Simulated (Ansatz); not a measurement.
For Bi2O2Te (model structure, started from the La2SO2 type, P-3m1, No. 164, 5 atoms in the cell), LDA (plane waves, PAW; Ansatz, an electronic-structure program) gives:

| Item | Result |
|---|---|
| equilibrium lattice constant a | 4.000 Å |
| lattice parameter c | 7.281 Å |
| bulk modulus B0 | 94.7 GPa |
| cohesive energy | 4.56 eV/atom |
| band gap | 0.59 eV |

What does PBEsol (plane waves, PAW; Ansatz) give for the same quantities?


- lattice constant a: 4.035 Å (rises by 0.9 %)
- lattice parameter c: 7.333 Å (rises by 0.7 %)
- bulk modulus: 88.2 GPa (decreases by 6.9 %)
- cohesive energy: 3.94 eV/atom (shrinks by 0.62 eV/atom)
- band gap: 0.61 eV (hardly moves)

Changes are worked out from the printed values.

Unless a cell is named, each level is at its own relaxed cell (LDA 20.17, PBEsol 20.68 Å³/atom).

Levels without +SOC leave out spin–orbit coupling, which shifts energies and cells of such heavy elements.

Levels without +SOC have no spin–orbit coupling; where heavier elements are present it shifts gaps, mostly down, and can invert bands. Density-functional gaps are differences of (generalised) Kohn–Sham levels.

Caveats: the bulk modulus is −V dP/dV from two relaxed cells at ±2 % in volume (LDA, PBEsol). Ansatz's density-functional and Hartree–Fock values are scalar-relativistic unless marked +SOC, with PAW data made under PBE.

A model structure was made by putting elements into a prototype or built by hand; it is no filed structure, need not be a known phase, and can be a saddle point held by its symmetry.
